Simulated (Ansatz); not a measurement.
Take Be in the bcc (W type) structure (space group Im-3m, No. 229; a cell from a computed database, its experimental status unchecked; relaxed with 0.1 eV smearing) as the base.

```xyz
1
Lattice="-1.2466 1.2466 1.2466 1.2466 -1.2466 1.2466 1.2466 1.2466 -1.2466" Properties=species:S:1:pos:R:3 pbc="T T T"
Be     0.0000     0.0000     0.0000
```

Cartesian axes are those of the cell as printed.

Calculations: DFT with PBEsol, PAW potentials and a 420 eV plane-wave cutoff in Ansatz (an electronic-structure program), spin-orbit coupling left out.

Strains are applied to the cell and any free atomic positions relax; under biaxial strain the out-of-plane vector relaxes too.

One change was made to it. Results:

The energy goes up by 20 meV/atom; the shortest interatomic distance drops by 0.060 Å to 2.099 Å.

Which change produced these results?
A) isotropic strain −2.85 %
B) uniaxial strain ε_zz = +0.80 %
C) biaxial strain −3.12 %, plane normal [111], relaxed out of plane
D) tensor shear ε_yz = −2.41 %

C, biaxial strain −3.12 %, plane normal [111], relaxed out of plane. For comparison, the energy relative to the base in the other runs: uniaxial strain ε_zz = +0.80 % gives +0.3 meV/atom; isotropic strain −2.85 % gives +24 meV/atom; tensor shear ε_yz = −2.41 % gives +11 meV/atom.

Whether these cells are dynamically stable was not tested. This is not the structure that Be has at room temperature and ambient pressure.
